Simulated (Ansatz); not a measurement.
The parent structure is YN in the rock salt structure (space group Fm-3m, No. 225; a = 4.896 Å). Axes: x, y, z lie along the cube axes.

It is then changed as follows: the symmetric strain tensor [-0.0158 -0.0011 0.0152; -0.0011 0.0049 0.0063; 0.0152 0.0063 -0.0003], atoms relaxed at fixed cell.

Levels (all Ansatz, a program for electronic structure, PAW): r2SCAN (500 eV, spin-orbit coupling left out); HSE06+SOC (420 eV, with spin-orbit coupling).

The geometry is relaxed with r2SCAN.

- r2SCAN lowest conduction level above the VBM at special points = V 0.42 eV; U 0.47 eV; T 0.48 eV; Γ 3.26 eV
- r2SCAN valence-band top at Γ = 0.00, -0.13, -0.18 eV

Question: What does HSE06+SOC give at this geometry for the lowest conduction level above the VBM at special points and valence-band top at Γ?

Answer: The lowest conduction level above the VBM at special points goes from V 0.42 eV; U 0.47 eV; T 0.48 eV; Γ 3.26 eV to V 0.93 eV; U 0.98 eV; T 0.99 eV; Γ 4.00 eV; the valence-band top at Γ (three highest Kramers pairs, from the VBM) changes from 0.00, -0.13, -0.18 eV to 0.00, -0.12, -0.19 eV.

Single points use the geometry relaxed with r2SCAN. The hybrid gap comes from the SCF mesh plus the semilocal run's edge points and a few special points and is an upper bound. The spin-orbit shifts are approximate. The levels and masses belong to the bands next to the band gap. No phonon test of stability was made. k-point labels follow each cell's own Brillouin zone.
